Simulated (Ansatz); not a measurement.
System: interstitial H in zinc-blende GaN (charge state -1). Computed with PBE, PAW (plane waves to 420 eV; Ansatz, a quantum-chemistry and plane-wave program).

Cell of 64 host sites held at the relaxed PBE lattice; one k-point at (0.250, 0.250, 0.250); Fermi-Dirac width 0.01 eV, spin-restricted; finite-size errors left in. No zero-point or tunnelling terms. The host's phase is taken as given; its stability against other phases was not computed. The charge state is imposed; whether it is stable for some Fermi level was not computed. Sites that were not tried may lie lower.

Barriers: single points on a 2×2×2 k-point mesh shifted by half a step at the bands' geometries.

Relaxed starting cell (atoms counted from 1):

```
CELL_PARAMETERS angstrom
      9.09713     0.00000     0.00000
      0.00000     9.09713     0.00000
      0.00000     0.00000     9.09713
ATOMIC_POSITIONS crystal
  Ga 0.96915 0.97014 0.02847
  Ga 0.99944 0.99982 0.50028
  Ga 0.99944 0.49957 0.00017
  Ga 0.99920 0.50063 0.49927
  Ga 0.49918 0.99983 0.00017
  Ga 0.50034 0.99955 0.49906
  Ga 0.50061 0.50111 0.00078
  Ga 0.49967 0.50010 0.49988
  N  0.12456 0.12507 0.37568
  N  0.15004 0.14980 0.85157
  N  0.12591 0.62360 0.37678
  N  0.12459 0.62437 0.87507
  N  0.62332 0.12636 0.37677
  N  0.62391 0.12508 0.87507
  N  0.62445 0.62487 0.37548
  N  0.62312 0.62340 0.87384
  Ga 0.00027 0.24955 0.25063
  Ga 0.99810 0.25774 0.74235
  Ga 0.99796 0.74385 0.25619
  Ga 0.00030 0.74905 0.75029
  Ga 0.49983 0.25030 0.25027
  Ga 0.50101 0.25113 0.74870
  Ga 0.49795 0.74898 0.25106
  Ga 0.49966 0.74987 0.74971
  N  0.12492 0.37483 0.12490
  N  0.12634 0.37880 0.62135
  N  0.12439 0.86949 0.13049
  N  0.12483 0.87556 0.62570
  N  0.62466 0.37478 0.12500
  N  0.62578 0.37582 0.62443
  N  0.62306 0.87410 0.12622
  N  0.62452 0.87539 0.62541
  Ga 0.24899 0.00068 0.25064
  Ga 0.25810 0.99851 0.74167
  Ga 0.24984 0.50028 0.25014
  Ga 0.25054 0.50137 0.74872
  Ga 0.74348 0.99836 0.25618
  Ga 0.74847 0.00060 0.75025
  Ga 0.74861 0.49840 0.25111
  Ga 0.74970 0.50004 0.74970
  N  0.37446 0.12531 0.12500
  N  0.37874 0.12697 0.62096
  N  0.37425 0.62520 0.12491
  N  0.37529 0.62607 0.62444
  N  0.86884 0.12510 0.13061
  N  0.87511 0.12511 0.62577
  N  0.87372 0.62342 0.12622
  N  0.87511 0.62500 0.62546
  Ga 0.25920 0.25953 0.00180
  Ga 0.25051 0.25107 0.49852
  Ga 0.24895 0.74905 0.99934
  Ga 0.24978 0.75002 0.49984
  Ga 0.74844 0.24956 0.99940
  Ga 0.74971 0.25026 0.49991
  Ga 0.74297 0.74332 0.00192
  Ga 0.74863 0.74894 0.50159
  N  0.37528 0.37579 0.37429
  N  0.37946 0.37992 0.87298
  N  0.37428 0.87544 0.37516
  N  0.37416 0.87518 0.87519
  N  0.87507 0.37476 0.37522
  N  0.87482 0.37444 0.87528
  N  0.87371 0.87411 0.37683
  N  0.86811 0.86857 0.87497
  H  0.08845 0.08467 0.92033
```
Cell charge -1.

End state 1 differs by these moves (Å; atoms that move under 0.08 Å are left out):

```csv
atom,element,Δx,Δy,Δz
1,Ga,0.20,0.26,-0.18
10,N,-0.45,0.00,0.45
18,Ga,-0.06,0.00,0.06
28,N,-0.01,-0.06,-0.06
34,Ga,0.18,-0.26,-0.20
49,Ga,-0.07,0.00,0.07
52,Ga,0.01,-0.06,-0.06
55,Ga,0.06,0.06,-0.01
64,N,0.06,0.06,0.01
65,H,0.74,0.00,-0.74
```

### Question
Predict the forward and backward barriers to end state 1 from PBE, PAW.

### Answer
forward 0.25 eV, backward 0.25 eV; at the saddle point atom 65 has neighbours 2 Ga at 1.90; N at 1.03 Å. The saddle point's order was not checked, and it lies on a symmetry element of the cell, where a band can be held.

End state 2 differs by these moves (Å; atoms that move under 0.08 Å are left out):

```tsv
atom	element	Δx	Δy	Δz
1	Ga	0.20	0.19	-0.24
10	N	-0.43	-0.43	0.02
18	Ga	-0.06	-0.06	0.00
34	Ga	-0.06	-0.06	0.00
49	Ga	0.22	0.23	0.30
65	H	0.72	0.75	-0.02
```

### Question
What is the computed forward and backward barriers to end state 2 (PBE, PAW)?

### Answer
forward 0.25 eV, backward 0.25 eV; at the saddle point atom 65 has neighbours 2 Ga at 1.90; N at 1.03 Å. The saddle point's order was not checked, and it lies on a symmetry element of the cell, where a band can be held.
